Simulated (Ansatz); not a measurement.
# BaTiO3 under a change: x(Zr) = 0.5, 10 atoms, Fm-3m

The reference is BaTiO$_{3}$ in the cubic perovskite structure (space group Pm-3m, No. 221; a = 3.9940 Å).

The other end (x = 1) is BaZrO3 in the cubic perovskite structure (space group Pm-3m, No. 221): 14.87 Å³/atom, gap 3.73 eV.

The change: a fraction x = 0.5 of the Ti sites is given to Zr, ordered in a cell of 10 atoms (starting symmetry Fm-3m) and fully relaxed.

Level of theory: r2SCAN (Ansatz, an electronic-structure program), spin-orbit coupling left out. k-mesh 7×7×7 (Γ-centred); smearing 0.05 eV (Fermi–Dirac), for the changed cell.

Density: 6.16 g/cm³ (base 6.08 g/cm³)
Band gap: 2.81 eV (base 2.17 eV)
Gap character (in this cell's own zone, which can be folded): direct at Γ
Mixing energy: -4 meV/atom
Deviation of the volume from the linear (Vegard-type) interpolation: -0.5 %
Bowing parameter b of this ordering, from Eg = [1−x] Eg[0] + x Eg[1] − b x [1−x]: 0.6 eV

These are small ordered cells, not random alloys; other orderings at the same x differ. Whether these cells are dynamically stable was not tested. All final runs are without spin polarisation. Many cubic perovskites are stable only at high temperature; tilts and polar distortions were not tested. This is not the structure that BaTiO3 has at room temperature and ambient pressure. Labels are those of the standard path for the cell's own space group.
